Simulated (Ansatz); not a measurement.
## Ansatz run on In (I4/mmm, 1 atom in the cell): self-consistent single point

Method of the run: PBE, harder PAW files (source: ansatz) (plane waves; Ansatz, a first-principles code).

Input as run:

Ansatz 0.2 input:
```yaml
# In
crystal:
  lattice:
    - [-1.638373, 1.638373, 2.506112]
    - [1.638373, -1.638373, 2.506112]
    - [1.638373, 1.638373, -2.506112]
  atoms:
    - { symbol: In, position: [0.000000, 0.000000, 0.000000] }
basis:
  ecutwfc: 710.0
kpoints:
  mp_grid: { grid: [14, 14, 14] }
hamiltonian:
  xc: pbe
  pseudopotentials: { kind: paw, source: ansatz }
scf:
  occupations: { method: methfessel_paxton, width: 0.272 }
output:
  forces: true
  eigenvalues: true
  stress: true
```

The program printed (abridged):

```
Pseudopotentials: kind: paw
Pseudopotential: In, paw, valence charge 21
Crystal: 1 atoms, lattice volume = 26.908 Å³
Basis set: ecut = 710 eV, 1147 PW (Γ), exchange–correlation on 60×60×60 points (8 copies of the dense FFT grid, shifted against one another)
Bands: 15, of which v1, the nominal top of the filled ones, is band 11 counted from 1 (10 counted from 0)
Symmetry: 16 space group operations
Space group: I4/mmm (ITA 139), of the structure as read, at distance tolerance 3.0e-5 Å
k-points: 244 of 2744
Initial density: superposition of atomic densities (chi_scale 0.1, normalization cell)
Initial wavefunctions: pseudopotential atomic-orbital guess
Eigensolver: davidson
Functional: x = pbe(κ = 0.804, μ = 0.2195149727645171), c = pbe(β = 0.06672455060314922)
SCF iter   1: F=—  HF=-8967.248109 eV  |F-HF|=—  |Δ(HF+E_count)|=         —  Δρ=1.70e-2  dr2=9.50e-2  ethr=3.10e-3  ⟨swp⟩=4.0  Hψ=16386  notcnv=0
all-band conjugate gradients solve this SCF's bands
preconditioner: auto → Kerker (q_TF=auto, 2.618 Å⁻¹)
SCF iter   2: F=—  HF=-8967.225899 eV  |F-HF|=—  |Δ(HF+E_count)|=   2.22e-2  S|Δr|=    0.00e0  Δρ=9.08e-3  dr2=3.12e-2  ethr=4.52e-4  ⟨swp⟩=1.0  Hψ=5612  notcnv=0
SCF iter   3: F=—  HF=-8967.218380 eV  |F-HF|=—  |Δ(HF+E_count)|=   7.52e-3  S|Δr|=    0.00e0  Δρ=4.50e-3  dr2=3.91e-3  ethr=1.48e-4  ⟨swp⟩=2.0  Hψ=4541  notcnv=0  defer=6
SCF iter   4: F=—  HF=-8967.217997 eV  |F-HF|=—  |Δ(HF+E_count)|=   3.83e-4  S|Δr|=    0.00e0  Δρ=1.43e-3  dr2=2.30e-4  ethr=1.86e-5  ⟨swp⟩=2.0  Hψ=6422  notcnv=0
SCF iter   5: F=—  HF=-8967.218012 eV  |F-HF|=—  |Δ(HF+E_count)|=   1.50e-5  S|Δr|=    0.00e0  Δρ=2.52e-4  dr2=9.53e-6  ethr=1.09e-6  ⟨swp⟩=2.0  Hψ=5097  notcnv=0
SCF iter   6: F=—  HF=-8967.218015 eV  |F-HF|=—  |Δ(HF+E_count)|=   3.17e-6  S|Δr|=    0.00e0  Δρ=4.65e-5  dr2=4.65e-7  ethr=4.54e-8  ⟨swp⟩=3.0  Hψ=6133  notcnv=0
SCF iter   7: F=-8967.218016 eV  HF=-8967.218016 eV  |F-HF|=4.74e-9  |Δ(HF+E_count)|=   1.96e-7  S|Δr|=    0.00e0  Δρ=1.11e-5  dr2=3.08e-8  ethr=4.76e-10  ⟨swp⟩=6.2  Hψ=15859  notcnv=0
SCF 1 converged in 7 iterations: F = -8967.218016 eV  dr2 = 3.08e-8
SCF converged after 7 iterations
Stability not checked (fill_not_monotonic)
Free energy (F): -8967.218016 eV
Harris-Foulkes:  -8967.218016 eV  (|F-HF|=4.74e-9)
Internal energy: -8967.219139 eV  (E = F + TS)
E sigma→0 (E₀):  -8967.218296 eV
Entropy (-TS):   0.001124 eV (1.124 meV/atom)
Fermi energy:    11.792708 eV
--- Per-component energies (eV) ---
  E_band       = -584.064345
  E_kinetic    = 902.166843
  E_local      = -5641.970195  (includes V_loc(G=0)·N_el)
  E_nonlocal   = 1502.452934
  E_hartree    = 1940.087820
  E_xc         = -236.518676
  E_vxc        = -308.086801  (∫ρ·V_xc dr)
  E_paw        = -4373.528410  (= ΣΔE_a)
  E_vpaw       = -918.813104  (= ΣTr[D̂ρ^β])
  E_aug_tail   = 0.000144  (compensation charges beyond the density's cutoff)
  E_ewald      = -3059.909598
  E_smearing   = 0.001124  (= −TS)
  E_closure    = 0.000000  (closes the sum)
  Σ components = -8967.218016   (vs F -8967.218016, Δ=0.00e0)
--- Forces (eV/Å), atoms counted from 1 ---
  atom   1  In     0.00000000     0.00000000     0.00000000
  max |Σ_I F_I| component: 1.97e-31 eV/Å
--- Stress (GPa, compression-positive) ---
        0.714207      -0.000000      -0.000000
       -0.000000       0.714207      -0.000000
        0.000000      -0.000000       0.730361
  P = ⅓ Tr σ = 0.7196 GPa (7.196 kbar)
  The stress holds the Pulay correction. Without it, at fixed plane waves, as pw.x and ABINIT print it: P = 0.7160 GPa
--- Band table (eV; the first three rows and the last of 244) ---
  k-point 0: bands = ["-103.7062", "-62.1769", "-62.1676", "-62.1676", "-2.9301", "-2.8252", "-2.8252", "-2.7573", "-2.6530", "2.4059", "22.0492", "22.0492", "22.2144", "23.2708", "25.4572"]
  k-point 1: bands = ["-103.7061", "-62.1770", "-62.1680", "-62.1679", "-2.9093", "-2.8361", "-2.8132", "-2.7517", "-2.6617", "2.5591", "21.1258", "21.3172", "21.4850", "22.5684", "26.5433"]
  k-point 2: bands = ["-103.7061", "-62.1773", "-62.1690", "-62.1685", "-2.8668", "-2.8502", "-2.7792", "-2.7462", "-2.6786", "3.0218", "19.5769", "19.8187", "20.3239", "21.5076", "24.7501"]
  k-point 243: bands = ["-103.7058", "-62.1823", "-62.1696", "-62.1696", "-3.0878", "-2.9709", "-2.5601", "-2.5332", "-2.5332", "8.7453", "9.1621", "16.4641", "16.4641", "19.8409", "19.8629"]
```

The run converged in 7 iterations.

The starting cell comes from a database of computed structures (which also holds hypothetical and non-ambient phases and stackings), without a prior relaxation at this level. Its lattice was rescaled by a random factor within 2.5 % of one. Ansatz's pressure includes its estimate of the finite-basis (Pulay) stress.
